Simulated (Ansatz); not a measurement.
An Ansatz (an electronic-structure program) run: a single point on GaN with a change (pressure −1 GPa), its geometry relaxed with PBEsol; HSE06 (Ansatz), no spin-orbit coupling, earlier PAW set.

Input:

Ansatz 0.2 input:
```yaml
crystal:
  lattice:
    - [3.188460102, 0, 0]
    - [-1.594230051, 2.7612874473, 0]
    - [0, 0, 5.1949920265]
  atoms:
    - { symbol: Ga, position: [0.6666666667, 0.3333333333, 0.0009119376] }
    - { symbol: Ga, position: [0.3333333333, 0.6666666667, 0.5009119376] }
    - { symbol: N, position: [0.6666666667, 0.3333333333, 0.6242880624] }
    - { symbol: N, position: [0.3333333333, 0.6666666667, 0.1242880624] }
basis: { ecutwfc: 420, ecutrho_ratio: 4, xc_grid: 2, fft_grid_basis: typed }
kpoints: { mp_grid: { grid: [8, 8, 4] } }
hamiltonian:
  xc: hse06
  dispersion: none
  pseudopotentials: { azcp: { folder: ./paw }, kind: paw }
scf: { occupations: { method: fermi_dirac, width: 0.01 } }
output: { eigenvalues: true, eigenstates: { kpoints: [[0, 0, 0], [0, 0, 0.5], [0.5, 0, 0.5]] } }
```

Output (explanatory and most iteration lines left out):

```
Pseudopotential: Ga, paw, valence charge 13
Pseudopotential: N, paw, valence charge 5
Crystal: 4 atoms, lattice volume = 45.738 Å³
Basis set: ecut = 420 eV, 917 PW (Γ), exchange–correlation on 48×48×72 points (8 copies of the dense FFT grid, shifted against one another)
Bands: 22, of which v1, the nominal top of the filled ones, is band 18 counted from 1 (17 counted from 0)
Symmetry: 12 space group operations
Space group: P63mc (ITA 186), of the structure as read, at distance tolerance 3.6e-5 Å
k-points: 30 of 256 (time reversal used)
Functional: x = pbe(κ = 0.804, μ = 0.2195149727645171), c = pbe(β = 0.06672455060314922), warm-up for x = pbe(κ = 0.804, μ = 0.2195149727645171) + 0.25 (exact …
SCF iter   1: F=—  HF=-8337.152339 eV  |F-HF|=—  |Δ(HF+E_count)|=         —  Δρ=1.13e-1  dr2=5.12e0  ethr=1.00e-1  ⟨swp⟩=4.2  Hψ=1841  notcnv=0
SCF iter   2: F=—  HF=-8335.894505 eV  |F-HF|=—  |Δ(HF+E_count)|=    1.26e0  Δρ=3.92e-2  dr2=4.02e-1  ethr=1.14e-3  ⟨swp⟩=2.8  Hψ=2964  notcnv=0
SCF 1 stopped early in 5 iterations: F = -8335.834722 eV  dr2 = 5.81e-5
Crystal: 4 atoms, lattice volume = 45.738 Å³
Functional: x = pbe(κ = 0.804, μ = 0.2195149727645171) + 0.25 (exact − pbe) at short range (hse, ω = 0.20786987370883472 Å⁻¹), c = pbe(β = 0.06672455060314922); HSE06 as pw.x's `hse` composes it (authors' and Libxc's form: `xc: wpbeh`)
SCF iter   1: F=—  HF=-8336.834273 eV  |F-HF|=—  |Δ(HF+E_count)|=         —  Δρ=1.91e-2  dr2=6.62e-2  ethr=1.61e-6  ⟨swp⟩=8.5  Hψ=3542  notcnv=0
SCF iter   2: F=—  HF=-8336.805284 eV  |F-HF|=—  |Δ(HF+E_count)|=   2.90e-2  Δρ=3.46e-3  dr2=7.38e-3  ethr=1.61e-6  ⟨swp⟩=5.0  Hψ=2767  notcnv=0
SCF 2 stopped early in 6 iterations: F = -8336.820586 eV  dr2 = 2.24e-6
Crystal: 4 atoms, lattice volume = 45.738 Å³
SCF iter   1: F=—  HF=-8336.819927 eV  |F-HF|=—  |Δ(HF+E_count)|=         —  Δρ=9.34e-5  dr2=4.36e-6  ethr=1.07e-6  ⟨swp⟩=4.6  Hψ=1606  notcnv=0
SCF iter   2: F=—  HF=-8336.819927 eV  |F-HF|=—  |Δ(HF+E_count)|=   1.15e-7  Δρ=2.15e-5  dr2=3.31e-7  ethr=4.29e-10  ⟨swp⟩=3.0  Hψ=3219  notcnv=0  defer=4
SCF 3 converged in 3 iterations: F = -8336.819929 eV  dr2 = 6.07e-8
Free energy (F): -8336.819929 eV
Internal energy: -8336.819929 eV  (E = F + TS)
E sigma→0 (E₀):  -8336.819929 eV
Fermi energy:    10.416089 eV
```

Single points use the geometry relaxed with PBEsol. Load acts through the strain it causes; cell and atoms are relaxed under it. Stability against distortions was not tested. The cell was made from GaN in the wurtzite structure (space group P6_3mc, No. 186) by this change: pressure −1 GPa.
